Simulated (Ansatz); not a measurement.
Take BN in the wurtzite structure (space group P6_3mc, No. 186; a = 2.5545 Å, c = 4.2246 Å) as the base.

The values are results of PBE/PAW in Ansatz (a first-principles code), without spin-orbit coupling, not measurements.

Before the change:

| Item | Value |
|---|---|
| Smallest direct gap | 8.23 eV |
| Gap character | indirect, Γ → K |
| Valence-band top at Γ | 0.00, 0.00, -0.26 eV |

The change: the cell is scaled by 1.0180 in all directions, atoms relaxed at fixed cell.

### Question
What happens to the smallest direct gap, gap character and valence-band top at Γ?

### Answer
The smallest direct gap shrinks by 0.267 eV (8.23 eV → 7.97 eV); the gap character is still indirect, Γ → K; the valence-band top at Γ (three highest levels, from the VBM) goes from 0.00, 0.00, -0.26 eV to 0.00, 0.00, -0.21 eV.

The cells carry an imposed strain or load. No phonon test of stability was made.
